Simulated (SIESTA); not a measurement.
# A series of runs on Ti4Ga3Ni2 (P-62m, 9 atoms in the cell)

```
Ti4Ga3Ni2
1.0
    7.44468     0.00000     0.00000
   -3.72234     6.44728     0.00000
    0.00000     0.00000     2.86683
Ti Ga Ni
4 3 2
Direct
  0.36688   0.00000   0.00000
  0.63312   0.63312   0.00000
  0.00000   0.36688   0.00000
  0.00000   0.00000   0.00000
  0.31369   0.31369   0.50000
  0.00000   0.68631   0.50000
  0.68631   0.00000   0.50000
  0.33333   0.66667   0.50000
  0.66667   0.33333   0.50000
```
Moments meant for the start (each program seeds them in its own way; μB, in the order of the atoms Ti Ti Ti Ti Ga Ga Ga Ni Ni): 0.0 0.0 0.0 0.0 0.0 0.0 0.0 2.0 2.0.

Base run A: GGA PBEsol, numerical atomic orbitals DZP, PseudoDojo PBEsol standard norm-conserving potentials (rewritten from UPF to PSML) run with SIESTA, self-consistent single point.

Its settings: XC.functional = GGA; XC.authors = PBEsol; potentials = PseudoDojo PBEsol standard; PAO.BasisSize = DZP; PAO.EnergyShift = 0.01 Ry; MeshCutoff = 400 Ry; kgrid.MonkhorstPack = 3 3 5; OccupationFunction = FD; ElectronicTemperature = 100 meV; Spin = polarized; DM.InitSpin = [1 +0.00, 2 +0.00, 3 +0.00, 4 +0.00, 5 +0.00, 6 +0.00, 7 +0.00, 8 +2.00, 9 +2.00]; MaxSCFIterations = 150; SCF.Mixer.Method = Pulay; SCF.Mixer.Weight = 0.1; SCF.Mixer.History = 6; SCF.DM.Tolerance = 1.0E-04.

The starting cell comes from a database of computed structures (which also holds hypothetical and non-ambient phases and stackings), without a prior relaxation at this level. Its lattice was rescaled by a random factor within 2.5 % of one. The starting moments vanished: the run ended non-magnetic, which need not be the lowest state. Values carry the incompleteness of an atom-centred basis. In the base run, with a pressure of about -13 GPa the cell is away from its equilibrium volume at this level. Without a gap this mesh is coarse (it stands for a supercell whose shortest vector is 14 Å).

ΔF is the free energy per atom less that of run A. 

Run A gave: pressure (GPa) -13.11; largest force (eV/Å) 0.060.

Runs:
- B: PAO.SplitNorm = 0.05
- C: PAO.SplitNorm = 0.1
- D: PAO.SplitNorm = 0.15
- E: PAO.SplitNorm = 0.2
- F: PAO.SplitNorm = 0.3

Task: What does run E change against A?

Result: The free energy rises by 5.7 meV/atom, the pressure moves little (-13.11 to -13.08 GPa) and the largest force goes from 0.060 to 0.020 eV/Å.

Task: What does run B change against A?

Result: The free energy rises by 39.6 meV/atom, the pressure goes from -13.11 to -12.32 GPa and the largest force goes from 0.060 to 0.131 eV/Å.

```
run  ΔF (meV/atom)  pressure (GPa)  largest force (eV/Å)
---  -------------  --------------  --------------------
A             0.00          -13.11                 0.060
B             39.6          -12.32                 0.131
C             10.4          -12.83                 0.117
D             0.00          -13.11                 0.060
E              5.7          -13.08                 0.020
F             54.1          -12.66                 0.092
```
